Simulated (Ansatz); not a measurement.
Response to strain in WSe2

The reference is WSe₂ (space group P6_3/mmc, No. 194; a = 3.230 Å, c = 12.411 Å; layered, stacked along the Cartesian z axis). Axes: x lies along a and z along c of the hexagonal cell.

Strains are applied to the cell and any free atomic positions relax.

The values are results of plane-wave PAW DFT at the PBEsol-D3(BJ) level (Ansatz, a program for electronic structure, 420 eV), spin-orbit coupling left out, not measurements.

| variant | volume per atom | smallest direct gap | band gap |
|---|---|---|---|
| base | 18.70 Å³ | 1.65 eV | 0.67 eV |
| uniaxial strain ε_zz = −3.00 % | 18.13 Å³ | 1.49 eV | 0.50 eV |
| uniaxial strain ε_zz = −2.40 % | 18.25 Å³ | 1.52 eV | 0.54 eV |
| uniaxial strain ε_zz = −1.80 % | 18.36 Å³ | 1.55 eV | 0.57 eV |
| uniaxial strain ε_zz = −1.20 % | 18.47 Å³ | 1.59 eV | 0.60 eV |
| uniaxial strain ε_zz = −0.60 % | 18.58 Å³ | 1.62 eV | 0.64 eV |

With W present, leaving out spin-orbit coupling can change the band edges. Stability against distortions was not tested.
